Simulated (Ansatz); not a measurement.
```
GaN
1.0
    3.18259     0.00000     0.00000
   -1.59130     2.75620     0.00000
    0.00000     0.00000     5.18543
Ga N
2 2
Direct
  0.33333   0.66667   0.99919
  0.66667   0.33333   0.49919
  0.33333   0.66667   0.37581
  0.66667   0.33333   0.87581
```

These are PBE with spin-orbit coupling, rigid bands (plane waves, PAW; Ansatz, a program for electronic structure) values and carry that method's errors. Cell: cell and atoms relaxed with PBEsol.

**Question.** What conductivity effective mass do dilute holes have at 300 K?

**Answer.** 1.46 (x), 1.46 (y), 1.80 (z) mₑ.

**Question.** What conductivity effective mass do dilute electrons have at 300 K?

**Answer.** 0.189 (x), 0.189 (y), 0.170 (z) mₑ.

**Question.** And the band gap?

**Answer.** 1.93 eV at this level; semilocal functionals usually fall short of the measured gap.

Rigid bands, one relaxation time for all states, no polarons. Geometry: cell and atoms relaxed with PBEsol.
